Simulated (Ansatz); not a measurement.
**Effect of pressure 3 GPa on Cs2AgBiBr6**

Take Cs2AgBiBr6 (space group Fm-3m, No. 225; a = 10.9963 Å) as the base.

Now apply this change: cell and atoms relaxed at a pressure of 3 GPa.

Method: Kohn–Sham DFT with the LDA functional, run in Ansatz (a quantum-chemistry and plane-wave program) with PAW and 420 eV plane waves, no spin-orbit coupling. k-mesh 5×5×5 (Γ-centred); smearing 0.05 eV (Fermi–Dirac).

Density: 5.72 g/cm³ (base 5.31 g/cm³)
Shortest interatomic distance: 2.611 Å (base 2.689 Å)
Enthalpy H = E + PV relative to the base's energy: +0.60 eV/atom
Band gap: 0.81 eV (base 0.94 eV)
Gap character: indirect, X → L (base indirect, X → L)
Smallest direct gap: 2.25 eV (base 2.20 eV)
Mean gap deformation potential ΔEg/Δln V: +1.8 eV
Width of the top valence band: 1.67 eV (base 1.40 eV)
Electron mass: 0.37 mₑ along k, 0.24 mₑ across (at L) (base 0.36 mₑ along k, 0.24 mₑ across (at L))
Hole mass: 0.13 mₑ along k, 0.55 mₑ across (at X) (base 0.15 mₑ along k, 0.62 mₑ across (at X))

Cost of the whole job for the changed cell (relaxation, final SCF and bands): very roughly 90 core-seconds.

With Bi present, leaving out spin-orbit coupling can change the band edges. Load acts through the strain it causes; cell and atoms are relaxed under it. Effective masses come from finite differences of ±0.01 Å⁻¹. Along k means along the line from Γ to the band edge. Stability against distortions was not tested.
